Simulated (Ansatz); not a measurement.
Consider CaO in the rock salt structure (space group Fm-3m, No. 225; a = 4.8308 Å).

Level of theory: plane-wave PAW DFT at the PBE level (Ansatz, a first-principles code, 420 eV), no spin-orbit coupling.

Before the change:

| Property | Value |
|---|---|
| Width of the top valence band | 1.16 eV |
| Volume per atom | 14.09 Å³ |
| Hole mass | 0.35, 2.9, 2.9 mₑ (at Γ) |

One thing is altered: hydrostatic tension (pressure −2 GPa).

### Question
Estimate the effect on the width of the top valence band.

### Answer
The width of the top valence band falls by 0.037 eV, from 1.16 eV to 1.13 eV.

### Question
Predict the new volume per atom.

### Answer
The volume per atom increases by 0.28 Å³ (14.09 Å³ → 14.37 Å³).

### Question
How does this affect the hole mass?

### Answer
The hole mass (degenerate bands, along [100]) becomes 0.36, 2.9, 2.9 mₑ (at Γ) (base: 0.35, 2.9, 2.9 mₑ (at Γ)).

The levels and masses belong to the bands next to the band gap. Load acts through the strain it causes; cell and atoms are relaxed under it. Masses are band curvatures over ±0.01 Å⁻¹ around the edge. No phonon test of stability was made.
